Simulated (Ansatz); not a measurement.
**How the elastic constant C11 of fluorite HfO₂ (high-temperature phase) moves with the method**

No measured value is used here.

```csv
level (code),value (GPa),cell (Å³/atom)
LDA (Ansatz),608,10.42
PBE (Ansatz),[?],11.04
PBE-D3(BJ) (Ansatz),561,10.88
r²SCAN (Ansatz),599,10.78
HSE06 (Ansatz),601,10.77
```

**Question.** Complete the blanks.

**Answer.** 
- PBE (Ansatz, a first-principles code), value (GPa): 547

Density-functional levels without +SOC have no spin–orbit coupling. LDA, PBE, PBE-D3(BJ), r²SCAN, HSE06: symmetry holds this phase in the static calculation, where it need not be a minimum. PBE-D3(BJ): the dispersion coefficients are held fixed in the derivatives. Each level is taken at its own relaxed cell. Cutoffs differ between the levels. Ansatz's density-functional and Hartree–Fock values are scalar-relativistic unless marked +SOC, with PAW data made under PBE.
